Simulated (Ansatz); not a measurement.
Point defects in YN

The reference is an 8-atom supercell of YN in the rock salt structure (space group Fm-3m, No. 225; a = 4.8957 Å) at its relaxed geometry.

One neutral defect a cell, atoms relaxed at fixed cell.

Method: r2SCAN (Ansatz, a quantum-chemistry and plane-wave program, PAW, without spin-orbit coupling).

```csv
change,largest displacement of a host atom from its site in the perfect cell,pressure
perfect supercell,–,0.0 GPa
H interstitial (started 2.12 Å from the nearest host atom),?,?
Y interstitial (started 2.12 Å from the nearest host atom),0.34 Å,?
N vacancy,0.00 Å,?
"Y on a N site (antisite), symmetric start",0.00 Å,19.4 GPa
```

Task: Complete the table.

Result: 
- H interstitial (started 2.12 Å from the nearest host atom), largest displacement of a host atom from its site in the perfect cell: 0.08 Å
- H interstitial (started 2.12 Å from the nearest host atom), pressure: 3.2 GPa
- Y interstitial (started 2.12 Å from the nearest host atom), pressure: 41.9 GPa
- N vacancy, pressure: 0.4 GPa

The magnetic state is the one reached from the starting moments; the real material's order can differ, and small cells can't hold many antiferromagnetic ones. The cell is small, so the values are those of an ordered compound at a high defect concentration; dilute-limit values will differ. The mesh was chosen for an insulator and is coarse for the gapless case. Defects with a symmetric start kept the site's symmetry and may sit on a saddle; the others started slightly shaken. Seeded moments were not kept for H interstitial (started 2.12 Å from the nearest host atom), Y interstitial (started 2.12 Å from the nearest host atom), N vacancy and Y on a N site (antisite).
